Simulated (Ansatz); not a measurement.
Ansatz (an electronic-structure program), DFT, r2SCAN, plane waves, its default PAW files: WS2, atoms displaced (from the phase in space group 194, mp-224) (S4W2), 6 atoms, spin-polarised from a ferromagnetic start (2 μB on W), ending non-magnetic. Basis and mesh were picked for this test and aren't claimed converged.

```yaml
cell: 3.18, 3.18, 12.98 Å; 90, 90, 120°
distance_to_the_nearest_atom: 2.35 to 2.42 Å
task: single point
k mesh: 6×6×2
hamiltonian.xc: r2scan
kind_of_files: paw
scf.occupations.method: fermi_dirac
scf.occupations.width: 0.05 eV
output.forces: true
magnetization.spin_polarized: true
binding of workers (--pin): off
k-point pools (--kpoint-pools): 1
memory maximum (--max-ram): 8GiB
accuracy: medium (default)
basis.precision: auto (default)
basis.xc_grid: 4 (default)
scf.eigensolver.kind: auto (default)
scf.mixing.algorithm: auto (default)
scf.mixing.preconditioner: auto (default)
scf.convergence.dr2_threshold: 1e-07 (default)
scf.lower_state_search: light (default)
k-points after symmetry (for each spin): 40
bands_at_the_start: 34
electrons: 52
plane waves at Γ: 2885
cutoff (eV): 500
FFT grid: 24×24×96
symmetry_operations: 1
```

One run each. The counts of a restarted run leave out the earlier run.

All on 4 threads. Base settings, kept where nothing else is said: earlier_run = none (default) (scf.initial_density.chi_scale, scf.initial_density.normalization, checkpoint.read, checkpoint.density_extrapolation, kpoints.initial_grid not set). The settings tried:
- checkpoint.read = first.ck, earlier_run = first_atom_moved_ang=0.1 orbitals_saved=false, checkpoint.density_extrapolation = follow_atoms
- checkpoint.read = first.ck, earlier_run = first_atom_moved_ang=0 orbitals_saved=false scf.convergence.dr2_threshold=0.001
- checkpoint.read = first.ck, earlier_run = first_atom_moved_ang=0.1 orbitals_saved=false, checkpoint.density_extrapolation = none
- checkpoint.read = first.ck, earlier_run = first_atom_moved_ang=0.3 orbitals_saved=false
- kpoints.initial_grid = auto
- checkpoint.read = first.ck, earlier_run = first_atom_moved_ang=0 orbitals_saved=false kpoints.mp_grid.grid=3×3×1
- the base settings
- checkpoint.read = first.ck, earlier_run = first_atom_moved_ang=0.1 orbitals_saved=false
- checkpoint.read = first.ck, earlier_run = first_atom_moved_ang=0.03 orbitals_saved=true, checkpoint.density_extrapolation = none
- scf.initial_density.chi_scale = 0.1
- checkpoint.read = first.ck, earlier_run = first_atom_moved_ang=0 orbitals_saved=true scf.convergence.dr2_threshold=0.001
- checkpoint.read = first.ck, earlier_run = first_atom_moved_ang=0.03 orbitals_saved=false
- scf.initial_density.chi_scale = 0, scf.initial_density.normalization = cell

Name the extremes by SCF iterations (all cycles of the run, searches included): fewest, most, and any that don't converge.

Fewest SCF iterations (all cycles of the run, searches included), with those close behind: checkpoint.read = first.ck, earlier_run = first_atom_moved_ang=0 orbitals_saved=true scf.convergence.dr2_threshold=0.001 (2); checkpoint.read = first.ck, earlier_run = first_atom_moved_ang=0 orbitals_saved=false scf.convergence.dr2_threshold=0.001 (3). Most among those that reach the base run's result: kpoints.initial_grid = auto (48). All converged.

```
setting                                                                                                                                   SCF iterations (all cycles of the run, searches included)  applications of H to a band        end
----------------------------------------------------------------------------------------------------------------------------------------  ---------------------------------------------------------  ---------------------------  ---------
checkpoint.read = first.ck, earlier_run = first_atom_moved_ang=0 orbitals_saved=true scf.convergence.dr2_threshold=0.001                                                                          2                        18073  converged
checkpoint.read = first.ck, earlier_run = first_atom_moved_ang=0 orbitals_saved=false scf.convergence.dr2_threshold=0.001                                                                         3                        40106  converged
checkpoint.read = first.ck, earlier_run = first_atom_moved_ang=0.03 orbitals_saved=false                                                                                                          7                        52129  converged
checkpoint.read = first.ck, earlier_run = first_atom_moved_ang=0.1 orbitals_saved=false                                                                                                           9                        58163  converged
checkpoint.read = first.ck, earlier_run = first_atom_moved_ang=0 orbitals_saved=false kpoints.mp_grid.grid=3×3×1                                                                                  9                        54349  converged
checkpoint.read = first.ck, earlier_run = first_atom_moved_ang=0.3 orbitals_saved=false                                                                                                          11                        64585  converged
checkpoint.read = first.ck, earlier_run = first_atom_moved_ang=0.03 orbitals_saved=true, checkpoint.density_extrapolation = none                                                                 11                        59276  converged
checkpoint.read = first.ck, earlier_run = first_atom_moved_ang=0.1 orbitals_saved=false, checkpoint.density_extrapolation = none                                                                 13                        68831  converged
checkpoint.read = first.ck, earlier_run = first_atom_moved_ang=0.1 orbitals_saved=false, checkpoint.density_extrapolation = follow_atoms                                                         16                       101927  converged
the base settings                                                                                                                                                                                24                       124041  converged
scf.initial_density.chi_scale = 0.1                                                                                                                                                              24                       124041  converged
scf.initial_density.chi_scale = 0, scf.initial_density.normalization = cell                                                                                                                      24                       124041  converged
kpoints.initial_grid = auto                                                                                                                                                                      48                       137918  converged
```

Keys are those of Ansatz 0.2.
